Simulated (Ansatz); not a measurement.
# How far to go with the plane-wave cutoff: LuCd (P4mm, 2 atoms in the cell)

```
CELL_PARAMETERS angstrom
      3.62278     0.00000     0.00000
      0.00000     3.62278     0.00000
      0.00000     0.00000     3.62278
ATOMIC_POSITIONS crystal
  Lu 0.50000 0.50000 0.51380
  Cd 0.00000 0.00000 0.00000
```

Method: PBEsol, default PAW files made with PBE (plane waves; Ansatz, a first-principles code).

Base settings: basis.ecutwfc = 420 eV; kpoints.mp_grid.grid = 9 9 9; hamiltonian.xc = pbesol; hamiltonian.pseudopotentials = {kind: paw} (the program's default PAW files); scf.occupations.method = fermi_dirac; scf.occupations.width = 0.1 eV.

The second cell is the first with its lattice scaled by 0.98.

The mesh stays at the base's, so the ladder's end is converged at best in this setting alone.

The first pressure column holds Ansatz's estimate of the finite-basis (Pulay) stress, which hides part of the cutoff error; the other is without it.

Only quantities that move along the ladder and can be compared are tabulated.

The count of work is k-points × plane waves × bands × iterations; it is no time. 

The starting cell comes from a database of computed structures (which also holds hypothetical and non-ambient phases and stackings), without a prior relaxation at this level. Its lattice was rescaled by up to half a per cent. One atom was moved a little off its site on purpose.

| basis.ecutwfc | free energy less the last step's (meV/atom) | energy of the compressed cell less the first (meV/atom) | pressure (GPa) | pressure without the Pulay estimate (GPa) | largest difference of a force vector from the last step's (eV/Å) | count of work / last |
|---|---|---|---|---|---|---|
| 145 eV | 73490.14 | -314.15 | 24.66 | -1640.83 | 0.846 | 0.070 |
| 170 eV | 30952.67 | 470.38 | 23.85 | -816.02 | 0.283 | 0.098 |
| 190 eV | 15098.13 | 54.13 | -0.43 | -466.76 | 0.095 | 0.100 |
| 210 eV | 7094.23 | 33.94 | 1.90 | -264.10 | 0.101 | 0.13 |
| 230 eV | 3067.57 | 23.66 | 2.24 | -139.87 | 0.153 | 0.15 |
| 250 eV | 1215.99 | 19.09 | -0.54 | -66.80 | 0.026 | 0.17 |
| 295 eV | 110.23 | 14.57 | -0.67 | -9.09 | 0.008 | 0.18 |
| 335 eV | 11.52 | 11.78 | -0.82 | -1.72 | 0.001 | 0.23 |
| 380 eV | 2.73 | 11.86 | -0.81 | -0.88 | 0.000 | 0.27 |
| 420 eV | 1.56 | 11.85 | -0.81 | -0.86 | 0.000 | 0.31 |
| 460 eV | 0.79 | 11.84 | -0.81 | -0.84 | 0.000 | 0.36 |
| 505 eV | 0.48 | 11.82 | -0.81 | -0.82 | 0.000 | 0.42 |
| 565 eV | 0.35 | 11.81 | -0.82 | -0.82 | 0.000 | 0.48 |
| 630 eV | 0.22 | 11.80 | -0.82 | -0.82 | 0.000 | 0.59 |
| 735 eV | 0.10 | 11.80 | -0.82 | -0.82 | 0.000 | 0.72 |
| 840 eV | 0.05 | 11.80 | -0.82 | -0.82 | 0.000 | 0.88 |
| 1010 eV | 0.00 | 11.80 | -0.82 | -0.82 | 0.000 | 1.0 |

Coarsest basis.ecutwfc that holds the pressure without the Pulay estimate within 0.2 GPa of the last step, with all finer ones: 380 eV, at 0.27 of the last step's count of work; the step before is off by 0.90 GPa.

Coarsest basis.ecutwfc that holds the energy of the compressed cell less the first within 0.5 meV/atom of the last step, with all finer ones: 335 eV, at 0.23 of the last step's count of work; the step before is off by 2.8 meV/atom.

Coarsest basis.ecutwfc that holds the pressure within 1 GPa of the last step, with all finer ones: 250 eV, at 0.17 of the last step's count of work; the step before is off by 3.1 GPa.

The energy difference between the two cells stays within 1 meV/atom of the last step's from 335 eV on, the total only from 460 eV on: much of the error is common to both cells and cancels.

At the lowest cutoff the pressure without the Pulay estimate lies 1640 GPa under the last step's, the usual sign of Pulay stress in an incomplete plane-wave basis.

Keys are those of Ansatz 0.2.
